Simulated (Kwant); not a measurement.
Device: wire with a side stub in a GaAs two-dimensional gas. Effective mass 0.067 mₑ, grid spacing 1.7 nm, hard walls, nominal width 40 nm (23 grid rows, so walls 40.8 nm apart), one parabolic valley, scattering region 120 nm long along x; energies count from the band bottom; Fermi energy swept from 0.0028062 to 0.033324 eV. Closed stub on one side, 56 nm wide and 55 nm deep.

The device is made up for the run: typed textbook-type constants, with dimensions and the other settings drawn at random.

Kwant, effective-mass tight-binding model on a square grid, one spin, coherent transport at 0 K. Conductance is in e²/h.

**Question.** How many channels do the leads carry at E = 19.0, 25.6 meV?

**Answer.** The hard-wall thresholds are n² ħ²π²/(2mW²) = n² × 3.37 meV with W = 40.8 nm. √(19.0/3.37) = 2.37, so 2. √(25.6/3.37) = 2.76, so 2.
